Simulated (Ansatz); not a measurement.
## ZrTiO4 (P1, No. 1, 24 atoms in the cell; start mp-753891)

Method: PBEsol+SOC in Ansatz (PAW).

Run with plane-wave cutoff 520 eV, 8×6×4 k mesh (along the axes of the cell as run), Fermi–Dirac smearing 0.01 eV, PAW data made under PBE.

Cell (relaxed with PBEsol):

```cif
data_O16Ti4Zr4
_chemical_formula_sum 'Zr4 Ti4 O16'
_space_group_name_H-M_alt 'P 1'
_space_group_IT_number 1
_cell_length_a 4.90610
_cell_length_b 5.35299
_cell_length_c 9.96143
_cell_angle_alpha 95.168
_cell_angle_beta 92.305
_cell_angle_gamma 91.252
loop_
_space_group_symop_operation_xyz
  'x, y, z'
loop_
_atom_site_label
_atom_site_type_symbol
_atom_site_fract_x
_atom_site_fract_y
_atom_site_fract_z
_atom_site_occupancy
Zr1 Zr 0.04219 0.72847 0.89336 1
Zr2 Zr 0.96382 0.28770 0.10996 1
Zr3 Zr 0.02053 0.70984 0.39190 1
Zr4 Zr 0.45220 0.21249 0.39634 1
Ti1 Ti 0.99333 0.30034 0.62758 1
Ti2 Ti 0.49125 0.18904 0.86977 1
Ti3 Ti 0.51451 0.82725 0.13339 1
Ti4 Ti 0.54328 0.78577 0.62466 1
O1 O 0.25082 0.58614 0.04478 1
O2 O 0.29095 0.53721 0.53607 1
O3 O 0.19436 0.40103 0.28281 1
O4 O 0.23144 0.37551 0.78656 1
O5 O 0.33163 0.87311 0.77507 1
O6 O 0.25566 0.90507 0.26984 1
O7 O 0.19406 0.03948 0.53055 1
O8 O 0.25564 0.06995 0.00679 1
O9 O 0.67542 0.88735 0.46411 1
O10 O 0.74399 0.94631 0.98541 1
O11 O 0.72566 0.12376 0.71027 1
O12 O 0.68282 0.13340 0.22514 1
O13 O 0.76265 0.62986 0.20988 1
O14 O 0.80320 0.39734 0.47239 1
O15 O 0.75851 0.42415 0.94672 1
O16 O 0.82207 0.62942 0.70666 1
```

```
Property                                      Result
-------------------------------------------  -------
band gap                                     2.78 eV
smallest direct gap on the k points sampled  2.79 eV
Γ–Γ gap                                      2.81 eV
```

The result took roughly 4 core-hours.

A start named mp-… is a Materials Project structure, which need not be a measured phase.

Ansatz is an electronic-structure program.
